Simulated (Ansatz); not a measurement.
## Response to strain in Zn

Take Zn in the hcp (Mg type) structure (space group P6_3/mmc, No. 194; relaxed with 0.1 eV smearing) as the base.

```
Zn
1.0
    2.61293     0.00000     0.00000
   -1.30646     2.26286     0.00000
    0.00000     0.00000     4.78146
Zn
2
Direct
  0.66667   0.33333   0.75000
  0.33333   0.66667   0.25000
```

Cartesian axes are those of the cell as printed.

Strains are applied to the cell and any free atomic positions relax.

Calculations: Ansatz (an electronic-structure program), PBEsol, PAW, cutoff 420 eV, no SOC.

Notes on the quantities. energy relative to the base: free energy F.

| uniaxial strain ε_zz (%) | energy relative to the base (meV/atom) |
|---|---|
| -3 | 4.3 |
| -2.5 | 3.0 |
| -2 | ? |
| -1.5 | 1.0 |
| -1 | 0.5 |
| -0.5 | 0.1 |
| 0 | 0.0 |

**Question.** Fit ΔE = Aε² + Bε³ (ε in %) to the rows shown and predict the withheld row.

**Answer.** Least squares on the printed values gives A = 0.453 and B = -0.0087 meV/atom (largest residual 0.0 meV/atom); this predicts 1.9 meV/atom, and the run gives 1.9 meV/atom, in agreement.

Stability against distortions was not tested.
